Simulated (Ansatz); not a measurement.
## A computed series for hypothetical zinc blende NaI: element substitutions

The parent structure is NaI in the zinc blende structure (space group F-43m, No. 216; a = 7.163 Å; a hypothetical phase, not in the database extracts checked).

Each row replaces one element on all its sites; cell and atoms are relaxed.

Method: Kohn–Sham DFT with the PBE functional, run in Ansatz (a program for electronic structure) with PAW and 420 eV plane waves, no SOC.

| variant | band gap | electron mass | density |
|---|---|---|---|
| base | 3.77 eV | 0.36 mₑ (at Γ) | 2.71 g/cm³ |
| I → Sb | zero | – | 2.79 g/cm³ |
| Na → Cs | 3.72 eV | 0.48 mₑ (at Γ) | 2.58 g/cm³ |
| I → Cl | 4.85 eV | 0.49 mₑ (at Γ) | 1.59 g/cm³ |
| Na → K | 3.90 eV | 0.46 mₑ (at Γ) | 2.16 g/cm³ |

Spin-orbit coupling, missing from the scalar runs, can matter with I. Effective masses come from finite differences of ±0.01 Å⁻¹. No phonon test of stability was made. As relaxed here, NaSb, CsI, NaCl and KI are hypothetical phases, not in the database extracts checked. The final runs are not spin-polarised.
